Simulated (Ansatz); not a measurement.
Data:

```yaml
crystal:
  lattice:
    - [0.00000, 2.26764, 2.26764]
    - [2.26764, 0.00000, 2.26764]
    - [2.26764, 2.26764, 0.00000]
  atoms:
    - { symbol: Al, position: [0.00000, 0.00000, 0.00000] }
    - { symbol: N, position: [0.25000, 0.25000, 0.25000] }
```

No spin polarisation.

Level of theory: DFT with PBE, PAW potentials and a 420 eV plane-wave cutoff in Ansatz (a first-principles code), scalar-relativistic without spin-orbit coupling. k-mesh 13×13×13 (Γ-centred); smearing 0.05 eV (Fermi–Dirac).

Question: Predict the band gap.

Answer: 3.23 eV.

Question: What is the computed electron mass?

Answer: 0.24 mₑ (at Γ).

Question: What is the computed pressure?

Answer: -14.34 GPa.

Question: Estimate the hole mass (degenerate bands, along [100]).

Answer: 0.27, 1.4, 1.4 mₑ (at Γ).

The cells carry an imposed strain or load. Masses are band curvatures over ±0.01 Å⁻¹ around the edge. Whether these cells are dynamically stable was not tested. The cell was made from AlN in the zinc blende structure (space group F-43m, No. 216) by this change: isotropic strain +3.00 %. This is not the structure that AlN has at room temperature and ambient pressure.
